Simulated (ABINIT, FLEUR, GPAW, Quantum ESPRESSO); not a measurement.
Bulk modulus against equilibrium volume of CsCl-type RuAl (space group 221) over programs and functionals

Each row is a third-order Birch-Murnaghan fit to seven to nine volumes of CsCl-type RuAl (space group 221) in one program and functional, each with its own basis, cutoff and mesh; V0 is in Å^3/atom and B0 in GPa. Along one equation of state d ln B/d ln V = -B', so if levels differed mainly by where they put the minimum, ln B0 would fall on a line in ln V0 with a slope near -B0'.

| program, functional, potentials | ln V0 | ln B0 | V0 (Å^3/atom) | B0 (GPa) |
|---|---|---|---|---|
| ABINIT, LDA, PseudoDojo | 2.554 | 5.442 | 12.86 | 230.8 |
| Quantum ESPRESSO, LDA, GBRV | 2.557 | 5.446 | 12.90 | 231.9 |
| FLEUR, LDA, all-electron | 2.559 | 5.442 | 12.92 | 230.9 |
| GPAW, LDA, PAW | 2.560 | ? | 12.93 | ? |
| Quantum ESPRESSO, PBEsol, GBRV | 2.578 | 5.392 | 13.18 | 219.5 |
| ABINIT, PBEsol, PseudoDojo | 2.579 | 5.392 | 13.19 | 219.7 |
| GPAW, PBEsol, PAW | 2.583 | 5.383 | 13.24 | 217.7 |
| ABINIT, PBE, PseudoDojo | 2.606 | 5.316 | 13.55 | 203.6 |
| Quantum ESPRESSO, PBE, GBRV | 2.607 | 5.314 | 13.55 | 203.1 |
| Quantum ESPRESSO, PBE, PSlibrary PAW | 2.607 | 5.318 | 13.56 | 203.9 |
| FLEUR, PBE, all-electron | 2.610 | 5.304 | 13.59 | 201.2 |
| GPAW, PBE, PAW | 2.611 | 5.308 | 13.61 | 201.9 |

The 11 complete rows are fitted with a straight line, ln B0 against ln V0. With u = ln V0 - 2.586, the rows have u = -0.032000, -0.029000, -0.027000, -0.008000, -0.007000, -0.003000, 0.020000, 0.021000, 0.021000, 0.024000, 0.025000. Means: u 0.00045455, ln B0 5.3688. About the means, the sum of products is -0.013297 and the sum of squares of u is 0.0051967; the slope is their ratio. Least squares gives ln B0 = 5.3700 - 2.559·u. Residuals (row less fit): -0.0099, 0.0018, 0.0029, 0.0015, 0.0041, 0.0053, -0.0028, -0.0023, 0.0017, -0.0046, 0.0020; standard error 0.0047 (degrees of freedom: 9). The slope is -2.6; the rows' own B0' run from 4.4 to 4.4, so the line is flatter than -B0': at one and the same volume the levels with the larger V0 are the stiffer ones.

**Question.** Estimate the missing ln B0 (ln V0 = 2.560); what did the run itself give?

**Answer.** u = -0.026000, so ln B0 = 5.3700 - 2.559 × (-0.026000) = 5.4365. The calculation gives 5.438, 0.0015 above the prediction (1.1 % of the range of ln B0 in the table). The row lies between fitted rows. From the scatter of the fitted rows alone, a prediction at this place has a standard error of 0.0052, so the miss is 0.3 times that.

The runs keep the symmetry of the cell, so they don't test it for distortions. FLEUR's values depend on its sphere radii, cutoffs and local orbitals, which need not be converged. Spin polarisation is off; occupations are Fermi-Dirac, smeared by 0.05 eV in metals and 0.01 eV otherwise. Cutoffs and mesh are single choices, not tested for convergence of this quantity. No row is a reference.
